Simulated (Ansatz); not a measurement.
**Sr2GaSbO6 (space group Fm-3m, No. 225; a cell from a computed database, its experimental status unchecked)**

```
CELL_PARAMETERS angstrom
      0.00000     3.93617     3.93617
      3.93617     0.00000     3.93617
      3.93617     3.93617     0.00000
ATOMIC_POSITIONS crystal
  Sr 0.25000 0.25000 0.25000
  Sr 0.75000 0.75000 0.75000
  Ga 0.00000 0.00000 0.00000
  Sb 0.50000 0.50000 0.50000
  O  0.75049 0.24951 0.75049
  O  0.24951 0.75049 0.24951
  O  0.75049 0.24951 0.24951
  O  0.24951 0.75049 0.75049
  O  0.75049 0.75049 0.24951
  O  0.24951 0.24951 0.75049
```

Level of theory: PBEsol/PAW in Ansatz (a first-principles code), no SOC. Settings: 7×7×7 k-points, 0.05 eV Fermi–Dirac smearing.

The volume per atom is 12.20 Å³, the density is 6.30 g/cm³ and the band gap comes out as 1.12 eV, direct at Γ. The electron mass is 0.20 mₑ and the lowest conduction-band minima above the VBM is Γ 1.12 eV. The total energy comes out as -2050.835 eV/atom (σ→0; compares only within this code and set-up).

With Sb present, leaving out spin-orbit coupling can change the band edges. Masses are band curvatures over ±0.01 Å⁻¹ around the edge. Stability against distortions was not tested.
